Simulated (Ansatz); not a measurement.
Amorphous cells of 8 compositions: the gap between the highest filled and lowest empty level at the zone centre, by PBE and by a single point of HSE06 on the same geometry (PBE, scalar-relativistic without spin-orbit coupling (plane waves to 420 eV, PAW; Ansatz, an electronic-structure program); exact exchange cut at the cells' faces). The networks come from melt-quench runs on the CHGNet potential at compositions and starting densities chosen by hand, with anions pushed apart in the CHGNet dynamics, and DFT then relaxed them. The cells are small and were quenched far faster than real films, so single cells scatter. Defect or tail levels can set these gaps. The rows are the first to finish with both values and no moments.

```csv
cell,PBE gap x (eV),HSE06 gap y (eV)
"A (In9Ga9Zn9O38Sn, 5.91 g/cm3)",0.50,2.05
"B (In9Ga9Zn9O38Si, 5.71 g/cm3)",0.59,2.16
"C (In9Ga9Zn9O38Zr, 5.87 g/cm3)",0.80,withheld
"D (In9Ga9Zn9O39Y2, 5.76 g/cm3)",0.81,2.34
"E (In9Ga9Zn9O39Lu2, 6.16 g/cm3)",0.93,2.50
"F (In9Ga9Zn9O39Sc2, 5.73 g/cm3)",1.03,2.54
"G (In9Ga9Zn9O39W, 5.97 g/cm3)",1.06,2.68
"H (In9Ga9Zn9O41Ta2, 6.12 g/cm3)",1.16,2.77
```

Task: Fit a straight line through the 7 full rows and predict the withheld value for C (In9Ga9Zn9O38Zr, 5.87 g/cm3).

Result: Means: x = 0.869, y = 2.434. Slope = Σ(Δx Δy) / Σ(Δx²) = 0.3895 / 0.3683 = 1.06; the r.m.s. residual is 0.035. Prediction: 2.434 + 1.06 × (0.80 − 0.869) = 2.36. The run gave 2.39, 0.03 above the line.
